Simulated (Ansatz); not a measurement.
We consider Pb2TeSe (R-3m, No. 166, 4 atoms in the cell; start mp-1217291), described by r²SCAN (PAW; Ansatz, a quantum-chemistry and plane-wave program).

Run with plane-wave cutoff 500 eV, 10×10×10 k mesh, Fermi–Dirac smearing 0.05 eV, scalar-relativistic PAW data made under PBE.

Cell (relaxed at this level):

```cif
data_Pb2SeTe
_chemical_formula_sum 'Te1 Pb2 Se1'
_space_group_name_H-M_alt 'P 1'
_space_group_IT_number 1
_cell_length_a 7.77807
_cell_length_b 7.77807
_cell_length_c 7.77807
_cell_angle_alpha 33.586
_cell_angle_beta 33.586
_cell_angle_gamma 33.586
loop_
_space_group_symop_operation_xyz
  'x, y, z'
loop_
_atom_site_label
_atom_site_type_symbol
_atom_site_fract_x
_atom_site_fract_y
_atom_site_fract_z
_atom_site_occupancy
Te1 Te 0.50000 0.50000 0.50000 1
Pb1 Pb 0.74462 0.74462 0.74462 1
Pb2 Pb 0.25538 0.25538 0.25538 1
Se1 Se 0.00000 0.00000 0.00000 1
```

Problem. Give the computed band gap.

Solution. 
- band gap = 0.88 eV (on the SCF k mesh)

Note: the relaxation could not lower the start's symmetry, so the cell can be a saddle point above a distorted one.

Spin–orbit coupling is not included; with these elements it can move the gap by several tenths of an eV or more.

Computed values are for the static lattice.

It cost about 4 core-minutes (a rough figure) of CPU time.

A start named mp-… is a Materials Project structure, which need not be a measured phase.
